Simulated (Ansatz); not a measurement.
## CoSi: pressure series

Base system: CoSi (space group P2_13, No. 198; a = 4.383 Å; non-magnetic).

Cell and atoms are relaxed at each pressure.

Method: Ansatz (an electronic-structure program), r2SCAN, PAW, cutoff 500 eV, no SOC.

```tsv
P (GPa)	V (Å³/atom)
-2.00	10.613
-1.00	10.568
2.99	10.401
6.99	10.248
14.98	9.974
30.00	9.549
50.00	9.100
75.00	8.658
100.00	8.302
```

A third-order Birch–Murnaghan fit to these points gives V₀ = 10.52 Å³/atom, B₀ = 249 GPa and B₀′ = 4.4. At pressure 100 GPa the volume is 78.9 % of V₀.

Load acts through the strain it causes; cell and atoms are relaxed under it. Whether these cells are dynamically stable was not tested. Competing high-pressure phases were not computed. Starting moments died away, wholly or in part, for the base; another magnetic solution may exist. The final runs are not spin-polarised.
